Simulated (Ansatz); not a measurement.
CsCl-type TiCo was calculated with r²SCAN+rVV10 (PAW; Ansatz, a quantum-chemistry and plane-wave program).

Settings: plane-wave cutoff 600 eV, 22×22×22 k mesh, Fermi–Dirac smearing 0.032 eV (set by the program), no spin polarisation, scalar-relativistic PAW data made under PBE.

Computed at the level's own relaxed cell.

```xyz
2
Lattice="2.9427 0.0000 0.0000 0.0000 2.9427 0.0000 0.0000 0.0000 2.9427" Properties=species:S:1:pos:R:3 pbc="T T T"
Ti     0.0000     0.0000     0.0000
Co     1.4714     1.4714     1.4714
```

### Question
Give the elastic tensor (Voigt notation, GPa, ions relaxed, in the Cartesian axes of the cell as printed).

### Answer

```
  224.9   184.2   184.2     0.0     0.0     0.0
  184.2   224.9   184.2     0.0     0.0     0.0
  184.2   184.2   224.9     0.0     0.0     0.0
    0.0     0.0     0.0    62.4     0.0     0.0
    0.0     0.0     0.0     0.0    62.4     0.0
    0.0     0.0     0.0     0.0     0.0    62.4
```
